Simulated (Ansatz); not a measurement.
Start from BN in the wurtzite structure (space group P6_3mc, No. 186; a = 2.555 Å, c = 4.225 Å).

Computed with PBE (Ansatz, an electronic-structure program, PAW, without spin-orbit coupling).

One change was made to it. Results:

The smallest direct gap increases by 0.261 eV (8.23 eV → 8.50 eV); the gap character remains indirect, Γ → K; the valence-band top at Γ (three highest levels, from the VBM) goes from 0.00, 0.00, -0.26 eV to 0.00, 0.00, -0.31 eV; the lattice parameter a drops by 0.047 Å, from 2.555 Å to 2.508 Å.

Task: Name the change that was made.
A. pressure 2.1 GPa
B. pressure −2 GPa
C. pressure 22.5 GPa
D. pressure 0.9 GPa

Result: C, pressure 22.5 GPa. For comparison, the valence-band top at Γ in the other runs: pressure 2.1 GPa gives 0.00, 0.00, -0.26 eV; pressure 0.9 GPa gives 0.00, 0.00, -0.26 eV; pressure −2 GPa gives 0.00, 0.00, -0.25 eV.

Load acts through the strain it causes; cell and atoms are relaxed under it. No phonon test of stability was made. Competing high-pressure phases were not computed.
